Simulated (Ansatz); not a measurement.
The reference is KTaO3 in the cubic perovskite structure (space group Pm-3m, No. 221).

```cif
data_KO3Ta
_chemical_formula_sum 'K1 Ta1 O3'
_space_group_name_H-M_alt 'Pm-3m'
_space_group_IT_number 221
_space_group_name_Hall '-P 4 2 3'
_cell_length_a 3.99012
_cell_length_b 3.99012
_cell_length_c 3.99012
_cell_angle_alpha 90.000
_cell_angle_beta 90.000
_cell_angle_gamma 90.000
loop_
_atom_site_label
_atom_site_type_symbol
_atom_site_symmetry_multiplicity
_atom_site_Wyckoff_symbol
_atom_site_fract_x
_atom_site_fract_y
_atom_site_fract_z
_atom_site_occupancy
K1 K 1 a 0.00000 0.00000 0.00000 1
Ta1 Ta 1 b 0.50000 0.50000 0.50000 1
O1 O 3 c 0.00000 0.50000 0.50000 1
```

Level of theory: Ansatz (a first-principles code), r2SCAN, PAW, cutoff 500 eV, scalar-relativistic without spin-orbit coupling.

Before the change:

| Quantity | Result |
|---|---|
| Smallest direct gap | 3.27 eV |
| Band gap | 2.63 eV |
| Shortest interatomic distance | 3.770 bohr |
| Gap character | indirect, R → Γ |

The change: hydrostatic tension (pressure −1 GPa).

Q: How does this affect the smallest direct gap, band gap, shortest interatomic distance and gap character?

A: The smallest direct gap shrinks by 0.011 eV to 3.25 eV; the band gap decreases by 0.013 eV (2.63 eV → 2.61 eV); the shortest interatomic distance increases by 0.006 bohr (3.770 bohr → 3.776 bohr); the gap character remains indirect, R → Γ.

With Ta present, leaving out spin-orbit coupling can change the band edges. Load acts through the strain it causes; cell and atoms are relaxed under it. Whether these cells are dynamically stable was not tested.
